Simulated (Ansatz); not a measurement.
## cubic ZrO2 (1 1 1) on zinc-blende GaAs (1 1 1) (film strained to the substrate, started from cuts of the bulks and a machine-learned relaxation)

A periodic stack without vacuum, cubic ZrO2 (1 1 1) on zinc-blende GaAs (1 1 1) (film strained to the substrate, started from cuts of the bulks and a machine-learned relaxation): substrate slab As12Ga12, film O32Zr16, surface cells [[1, 1], [-2, 1]] and [[0, -2], [2, 0]], film strained by -2.7 and -2.7 %, outermost planes Ga/As and O/O as cut, which need not be the usual terminations and can put a slab off its formula.

The start was prepared with a machine-learned potential, and the result is one local minimum, with the in-plane cell held and forces under 0.04 eV/Å; the film can end far from its bulk form.

Level of theory: PBE (plane waves to 420 eV, PAW; Ansatz, a first-principles code). Spin–orbit coupling is left out; the runs are not spin-polarised; PBE gaps are too small against experiment. Its k-point mesh 4×4×1, Fermi–Dirac width 0.05 eV.

```
Property                                                                                                           Value
--------------------------------------------------------------------------------  --------------------------------------
interface area                                                                                                   42.9 Å²
period                                                                                                           27.07 Å
gaps between the outermost planes at the two interfaces                                                  1.68 and 1.60 Å
As–Zr contacts across the interfaces within 1.22 times the sum of covalent radii                          3, mean 3.19 Å
Ga–Zr contacts across the interfaces within 1.22 times the sum of covalent radii                          2, mean 3.11 Å
As–O contacts across the interfaces within 1.22 times the sum of covalent radii                           1, mean 1.90 Å
Ga–O contacts across the interfaces within 1.22 times the sum of covalent radii                           1, mean 1.95 Å
two interfaces                                                                    unlike, so that offsets are their mean
```

```yaml
crystal:
  lattice:
    - [7.03467, 0.00002, 0.18392]
    - [-3.51775, 6.09418, -0.07962]
    - [3.33373, 1.58686, 27.17440]
  atoms:
    - { symbol: As, position: [0.76271, 0.65018, 0.08427] }
    - { symbol: As, position: [0.45386, 0.99785, 0.07955] }
    - { symbol: As, position: [0.08794, 0.32260, 0.08890] }
    - { symbol: As, position: [0.01557, 0.62866, 0.20677] }
    - { symbol: As, position: [0.67896, 0.95643, 0.20852] }
    - { symbol: As, position: [0.34794, 0.28834, 0.20806] }
    - { symbol: As, position: [0.25819, 0.59102, 0.33105] }
    - { symbol: As, position: [0.92040, 0.92060, 0.33296] }
    - { symbol: As, position: [0.59778, 0.26315, 0.32797] }
    - { symbol: As, position: [0.49999, 0.54996, 0.45104] }
    - { symbol: As, position: [0.18635, 0.90473, 0.45482] }
    - { symbol: As, position: [0.83361, 0.22745, 0.45752] }
    - { symbol: Ga, position: [0.11586, 0.99990, 0.06927] }
    - { symbol: Ga, position: [0.81532, 0.35067, 0.04335] }
    - { symbol: Ga, position: [0.44238, 0.64515, 0.05468] }
    - { symbol: Ga, position: [0.37329, 0.96601, 0.17542] }
    - { symbol: Ga, position: [0.03439, 0.29830, 0.18023] }
    - { symbol: Ga, position: [0.69957, 0.63340, 0.17696] }
    - { symbol: Ga, position: [0.61277, 0.93094, 0.30096] }
    - { symbol: Ga, position: [0.27647, 0.26239, 0.30114] }
    - { symbol: Ga, position: [0.95203, 0.60628, 0.29942] }
    - { symbol: Ga, position: [0.87255, 0.91630, 0.42717] }
    - { symbol: Ga, position: [0.53988, 0.22730, 0.41903] }
    - { symbol: Ga, position: [0.18021, 0.56442, 0.42394] }
    - { symbol: O, position: [0.44521, 0.91600, 0.54266] }
    - { symbol: O, position: [0.89387, 0.93313, 0.54249] }
    - { symbol: O, position: [0.40134, 0.46923, 0.51953] }
    - { symbol: O, position: [0.94431, 0.44269, 0.55350] }
    - { symbol: O, position: [0.54846, 0.71599, 0.60731] }
    - { symbol: O, position: [0.08053, 0.80262, 0.59608] }
    - { symbol: O, position: [0.53421, 0.28093, 0.58166] }
    - { symbol: O, position: [0.10869, 0.24677, 0.60204] }
    - { symbol: O, position: [0.71757, 0.54355, 0.66066] }
    - { symbol: O, position: [0.16150, 0.58082, 0.65538] }
    - { symbol: O, position: [0.68045, 0.10162, 0.64915] }
    - { symbol: O, position: [0.20882, 0.04703, 0.67316] }
    - { symbol: O, position: [0.83615, 0.34704, 0.72684] }
    - { symbol: O, position: [0.31887, 0.40621, 0.70884] }
    - { symbol: O, position: [0.80697, 0.89827, 0.70728] }
    - { symbol: O, position: [0.34477, 0.85688, 0.72687] }
    - { symbol: O, position: [0.97240, 0.15942, 0.79488] }
    - { symbol: O, position: [0.43351, 0.21329, 0.77550] }
    - { symbol: O, position: [0.93705, 0.71272, 0.77484] }
    - { symbol: O, position: [0.46812, 0.65706, 0.79228] }
    - { symbol: O, position: [0.10891, 0.96743, 0.85276] }
    - { symbol: O, position: [0.57014, 0.01799, 0.83055] }
    - { symbol: O, position: [0.07108, 0.52039, 0.83441] }
    - { symbol: O, position: [0.60855, 0.46713, 0.85005] }
    - { symbol: O, position: [0.23903, 0.76455, 0.92275] }
    - { symbol: O, position: [0.67630, 0.81437, 0.89747] }
    - { symbol: O, position: [0.21653, 0.33829, 0.90128] }
    - { symbol: O, position: [0.71439, 0.26568, 0.91487] }
    - { symbol: O, position: [0.42644, 0.62361, 0.98408] }
    - { symbol: O, position: [0.83745, 0.63464, 0.95365] }
    - { symbol: O, position: [0.32994, 0.13089, 0.96425] }
    - { symbol: O, position: [0.86501, 0.07834, 0.96788] }
    - { symbol: Zr, position: [0.76945, 0.61314, 0.57785] }
    - { symbol: Zr, position: [0.24383, 0.60482, 0.57672] }
    - { symbol: Zr, position: [0.73818, 0.10608, 0.56906] }
    - { symbol: Zr, position: [0.25228, 0.08932, 0.55161] }
    - { symbol: Zr, position: [0.02487, 0.22391, 0.67735] }
    - { symbol: Zr, position: [0.50377, 0.22651, 0.69821] }
    - { symbol: Zr, position: [0.00020, 0.72893, 0.69749] }
    - { symbol: Zr, position: [0.51012, 0.72308, 0.68226] }
    - { symbol: Zr, position: [0.27848, 0.83762, 0.80376] }
    - { symbol: Zr, position: [0.75572, 0.83831, 0.82207] }
    - { symbol: Zr, position: [0.26344, 0.34225, 0.82337] }
    - { symbol: Zr, position: [0.78208, 0.33683, 0.80318] }
    - { symbol: Zr, position: [0.54032, 0.45322, 0.92815] }
    - { symbol: Zr, position: [0.99707, 0.43486, 0.94266] }
    - { symbol: Zr, position: [0.52895, 0.94326, 0.94922] }
    - { symbol: Zr, position: [0.05165, 0.95780, 0.92953] }
```
